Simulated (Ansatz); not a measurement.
Worked example: self-consistent single point of ScAlCu (Amm2, 12 atoms in the cell) in Ansatz (a program for electronic structure).

Method of the run: PBEsol, default PAW files made with PBE (plane waves; Ansatz).

```
ScAlCu
1.0
    8.38813     0.00000     0.00000
    0.00000     2.63555     4.46997
    0.00000    -2.63555     4.46997
Sc Al Cu
4 4 4
Direct
  0.80348   0.33309   0.33309
  0.19652   0.33309   0.33309
  0.68387   0.66692   0.66692
  0.31613   0.66692   0.66692
  0.73940   0.99625   0.99625
  0.26060   0.99625   0.99625
  0.00000   0.83122   0.34522
  0.00000   0.34522   0.83122
  0.00000   0.83182   0.83182
  0.50000   0.17146   0.65700
  0.50000   0.65700   0.17146
  0.50000   0.17084   0.17084
```

Reference input (self-consistent single point, DFT, PBEsol, plane waves, default PAW files made with PBE): basis.ecutwfc = 30.9 Ry; kpoints.mp_grid.grid = 3 6 6; hamiltonian.xc = pbesol; hamiltonian.pseudopotentials = {kind: paw} (the program's default PAW files); scf.occupations.method = cold; scf.occupations.width = 0.0147 Ry. This run's input differs from it in these lines:

Ansatz 0.2 input:
```diff
@@ -23,3 +23,4 @@
   mp_grid:
-    grid: [3, 6, 6]
+    grid: [3, 5, 5]
+    shift: [0.5, 0.5, 0.5]
 hamiltonian:
```

Output, abridged:

```
SCF iter   1: F=—  HF=-36903.812083 eV  |F-HF|=—  |Δ(HF+E_count)|=         —  Δρ=1.08e-2  dr2=1.54e-1  ethr=1.77e-3  ⟨swp⟩=5.7  Hψ=5273  notcnv=0
all-band conjugate gradients solve this SCF's bands
preconditioner: auto → Kerker (q_TF=auto, 2.551 Å⁻¹)
SCF iter   2: F=—  HF=-36903.784725 eV  |F-HF|=—  |Δ(HF+E_count)|=   2.74e-2  S|Δr|=    0.00e0  Δρ=2.19e-3  dr2=2.30e-2  ethr=1.17e-4  ⟨swp⟩=2.0  Hψ=2095  notcnv=0
   [... lines left out ...]
SCF iter   7: F=—  HF=-36903.780275 eV  |F-HF|=—  |Δ(HF+E_count)|=   5.72e-5  S|Δr|=    0.00e0  Δρ=2.13e-5  dr2=9.14e-7  ethr=1.25e-8  ⟨swp⟩=2.0  Hψ=1997  notcnv=0
SCF iter   8: F=—  HF=-36903.780275 eV  |F-HF|=—  |Δ(HF+E_count)|=   1.94e-7  S|Δr|=    0.00e0  Δρ=6.29e-6  dr2=2.17e-7  ethr=6.92e-10  ⟨swp⟩=2.0  Hψ=2011  notcnv=0
SCF iter   9: F=-36903.780275 eV  HF=-36903.780275 eV  |F-HF|=2.92e-8  |Δ(HF+E_count)|=   1.81e-8  S|Δr|=    0.00e0  Δρ=3.15e-6  dr2=1.79e-8  ethr=7.58e-11  ⟨swp⟩=9.2  Hψ=4834  notcnv=0
SCF 1 converged in 9 iterations: F = -36903.780275 eV  dr2 = 1.79e-8
Stability not checked (fill_not_monotonic)
Free energy (F): -36903.780275 eV
Internal energy: -36903.765631 eV  (E = F + TS)
E sigma→0 (E₀):  -36903.775394 eV
Entropy (-TS):   -0.014644 eV (-1.220 meV/atom)
Fermi energy:    11.262793 eV
--- Forces (eV/Å), atoms counted from 1 ---
  atom   1  Sc    -0.13201946     0.00000000     0.02303089
  atom   2  Sc     0.13201946     0.00000000     0.02303089
  atom   3  Sc    -0.22139834     0.00000000    -0.01683238
  atom   4  Sc     0.22139834     0.00000000    -0.01683238
   [... lines left out ...]
  atom  12  Cu     0.00000000     0.00000000    -0.01184280
--- Stress (GPa, compression-positive) ---
       -3.808171       0.000000       0.000000
        0.000000      -3.128284       0.000000
        0.000000       0.000000      -2.945516
  P = ⅓ Tr σ = -3.2940 GPa (-32.940 kbar)
  The stress holds the Pulay correction. Without it, at fixed plane waves, as pw.x and ABINIT print it: P = -3.3367 GPa
```

The run converged in 9 iterations. Against the reference run the free energy drops by 2.8 meV/atom, the pressure stays near -3.29 GPa while the zz stress (positive for compression) goes from -3.37 to -2.95 GPa and the largest force goes from 0.167 to 0.222 eV/Å.

The starting cell comes from a database of computed structures (which also holds hypothetical and non-ambient phases and stackings), without a prior relaxation at this level. Spin polarisation is off. Ansatz's pressure includes its estimate of the finite-basis (Pulay) stress.

Cost on one core of a shared machine: roughly 40 s.
